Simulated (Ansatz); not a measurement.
Competing hops of Zn vacancy in zinc-blende ZnS, charge state -2

Defect migration in zinc-blende ZnS: Zn vacancy, charge state -2. The numbers are results of PBE, PAW (plane waves to 420 eV; Ansatz, a first-principles code), not measurements.

Cell of 64 host sites held at the relaxed PBE lattice; the Γ point alone; Fermi-Dirac width 0.01 eV, spin-restricted; finite-size errors left in. No zero-point or tunnelling terms. The charge state is imposed; whether it is stable for some Fermi level was not computed. Forms of the defect that were not tried may lie lower.

Barriers: single points on a 2×2×2 k-point mesh shifted by half a step at the bands' geometries.

```tsv
Route	Start site over the lowest site run (eV)	Hop (Å)	Forward barrier (eV)	Backward barrier (eV)	Neighbours at the start	Neighbours at the saddle	Saddle order	Forward, on the band's own sampling (eV)
one Zn atom jumps into the vacancy from a nearby Zn site	0.00	3.70	1.27	1.27	S at 2.28, 3 S at 2.39 Å	S at 2.22, 3 S at 2.69, S at 2.69 Å	first order	1.28
```

Paths come from climbing-image nudged elastic band runs.
